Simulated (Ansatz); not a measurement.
Amorphous In9Ga9Zn9O37Sr

It comes from a melt-quench run on a machine-learned potential (CHGNet), relaxed afterwards by DFT. O atoms were pushed apart under 1.9 Å during the dynamics, to hinder bonds among them. The hot cell started wider than the set density and was brought back towards it in steps. It is the lowest in DFT energy of 2 quenches. It is a model cell: composition and starting density were chosen by hand, and all elements were melted together. No dispersion term was used.

Methods: PBE, scalar-relativistic without spin-orbit coupling (Ansatz, a first-principles code); r2SCAN, scalar-relativistic without spin-orbit coupling (Ansatz); HSE06, scalar-relativistic without spin-orbit coupling (Ansatz). Geometry, pressure, stress and energy are those of the PBE run. Its sampling: a 2×2×2 Γ-centred mesh; Fermi-Dirac width 0.02 eV; no spin polarisation. Other functionals are single points at the zone centre (r2SCAN at 500 eV; exact exchange cut at the cell's faces), free to take moments where seeds were set. At PBE the levels at the filled edge of the gap are localised (band-tail or defect states).

| Property | Result |
|---|---|
| Number of atoms in the cell | 65 |
| Density (held, not predicted) | 5.87 g/cm³ |
| Volume per atom | 12.74 Å³ |
| Pressure on a 2×2×2 Γ-centred mesh | 2.42 GPa |
| Largest force and stress component on that mesh (the relaxation ran on the zone centre alone) | 0.10 eV/Å and 2.6 GPa |
| Level gap on a 2×2×2 Γ-centred mesh (PBE) | 0.73 eV |
| Level gap at the zone centre (PBE) | 0.86 eV |
| Level gap at the zone centre (r2SCAN) | 1.30 eV |
| Level gap at the zone centre (HSE06) | 2.40 eV |

Bonds are counted up to In-In 3.12 Å, In-Ga 2.90 Å, In-Zn 2.90 Å, In-O 2.72 Å, In-Sr 3.65 Å, Ga-Ga 2.68 Å, Ga-Zn 2.68 Å, Ga-O 2.18 Å, Ga-Sr 3.43 Å, Zn-Zn 2.68 Å, Zn-O 2.50 Å, Zn-Sr 3.43 Å, O-O 1.58 Å, O-Sr 3.13 Å, Sr-Sr 4.18 Å. Two cations that share two anions don't count as bonded, nor two that share one unless they lie closer than In-In 3.04 Å, In-Ga 2.82 Å, In-Zn 2.82 Å, In-Sr 3.55 Å, Ga-Ga 2.61 Å, Ga-Zn 2.61 Å, Ga-Sr 3.34 Å, Zn-Zn 2.61 Å, Zn-Sr 3.34 Å, Sr-Sr 4.07 Å.

```yaml
Mean coordination of In by anions: 5.56 (5 with 5, 3 with 6, 1 with 7)
Mean coordination of Ga by anions: 4.00 (9 with 4)
Mean coordination of Zn by anions: 4.44 (5 with 4, 4 with 5)
Mean coordination of O: 3.59 (15 with 3, 22 with 4)
Mean coordination of Sr by anions: 7.00 (1 with 7)
Mean In-O bond: 2.207 Å (spread 0.124 Å, 50 counted)
Mean Zn-O bond: 2.053 Å (spread 0.121 Å, 40 counted)
```

Its density started from a set value of 5.87 g/cm³. The simulated quench (nominally 260 K/ps over its main leg) is rapid and tends to freeze in more defects than a deposited or slowly cooled glass has. One small periodic cell is one sample of the glass; other quenches scatter about these values. The volume was held where the preparation left it and the shape relaxed, at a PBE pressure of 2.4 GPa. Stress components on the final sampling reach 2.6 GPa.
